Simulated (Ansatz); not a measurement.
## AlN: thickness series

Base system: AlN in the zinc blende structure (space group F-43m, No. 216; a = 4.370 Å). Axes: x, y, z lie along the cube axes.

Free-standing slabs (2 atom(s) a layer) normal to [110] with 15 Å of vacuum; in-plane cell held at bulk.

Calculations: r2SCAN/PAW in Ansatz (an electronic-structure program), without spin-orbit coupling.

Candidates:
(a) 7 layers
(b) 6 layers
(c) 2 layers

Base values:

- Band gap: 3.94 eV

Order them by band gap, lowest first.

(a) 7 layers (3.11 eV), (b) 6 layers (3.15 eV), (c) 2 layers (3.38 eV)

No phonon test of stability was made. This is not the structure that AlN has at room temperature and ambient pressure.
